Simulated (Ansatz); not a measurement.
```
SnTi2C
1.0
    3.14052     0.00000     0.00000
   -1.57026     2.71977     0.00000
    0.00000     0.00000    13.61728
Ti Sn C
4 2 2
Direct
  0.33333   0.66667   0.08115
  0.66667   0.33333   0.91885
  0.66667   0.33333   0.58115
  0.33333   0.66667   0.41885
  0.33333   0.66667   0.75000
  0.66667   0.33333   0.25000
  0.00000   0.00000   0.00000
  0.00000   0.00000   0.50000
```

Ti2SnC (P6_3/mmc), PBEsol, DFPT electron-phonon coupling, linearised Boltzmann equation (plane waves, PAW, scalar-relativistic; Ansatz, a first-principles code): the phonon-limited resistivity at 300 K is 10.8 μΩ·cm (x, the basal plane), 10.8 μΩ·cm (y, the basal plane), 24.7 μΩ·cm (z, c). Third figures are kept for the arithmetic.

Question: Bound the resistivity of a random, dense polycrystal without boundary scattering, and give the anisotropy.

Answer: Largest over smallest: 2.3. Upper bound, grains in series: (10.8 + 10.8 + 24.7)/3 = 15.4 μΩ·cm. Lower bound, grains side by side: 3/Σ(1/ρ) = 13.3 μΩ·cm. The best single-crystal direction lies 19 % under the lower bound.

A metal at this level (no band gap). Only scattering by harmonic phonons is included (no impurities, grain boundaries, electron-electron scattering or thermal expansion). Spin-orbit coupling is left out. Halving the electron mesh (32x32x8) moves the resistivity by up to 3 % at 300 K, the mean free path by up to 6 %. Smearing 0.20 eV; phonons on a 5x5x1 q mesh, which this run doesn't test.

Computed structure with no diffraction record at hand here (it may be known, metastable or hypothetical): Ti2SnC (P6_3/mmc).
